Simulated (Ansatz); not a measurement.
Amorphous Hf₁₈O₃₈Si, 57 atoms at 8.61 g/cm³, one PBE-relaxed geometry, zone centre. Methods: PBE, scalar-relativistic without spin-orbit coupling (Ansatz, a first-principles code); r2SCAN, scalar-relativistic without spin-orbit coupling (Ansatz); HSE06, scalar-relativistic without spin-orbit coupling (Ansatz). Plane waves to 420 eV (r2SCAN 500 eV); exact exchange is cut at the cell's faces. At PBE the levels at the filled edge of the gap are localised (band-tail or defect states), and the nearest spread-out levels lie 4.1 eV apart at the zone centre. All rungs ran without spin polarisation.

It comes from a melt-quench run on a machine-learned potential (CHGNet), relaxed afterwards by DFT. O atoms were pushed apart under 1.9 Å during the dynamics, to hinder bonds among them. The hot cell started wider than the set density and was brought back towards it in steps. It is the lowest in DFT energy of 2 quenches. It is a model cell: composition and starting density were chosen by hand, and all elements were melted together. No dispersion term was used. Its density started from a set value of 8.61 and ended at 8.61 g/cm³. The simulated quench (nominally 450 K/ps over its main leg) is rapid and tends to freeze in more defects than a deposited or slowly cooled glass has. One small periodic cell is one sample of the glass; other quenches scatter about these values. The volume was held where the preparation left it and the shape relaxed, at a PBE pressure of -0.9 GPa (tension). Stress components on the final sampling reach 0.9 GPa.

The relaxation ran on the zone centre alone. At PBE the level gap is 3.72 eV on a 2×2×2 Γ-centred mesh, and the spacing at the zone centre alone 3.73 eV.

### Question
What zone-centre spacing does r2SCAN give, roughly?

### Answer
4.20 eV (+0.47 eV against PBE).

### Question
What zone-centre spacing does HSE06 give, roughly?

### Answer
5.30 eV (+1.57 eV against PBE).

The highest filled and the lowest empty state spread over these numbers of atoms (participation numbers): PBE: 4.7 and 24.4; r2SCAN: 4.5 and 23.0; HSE06: 4.7 and 26.3.
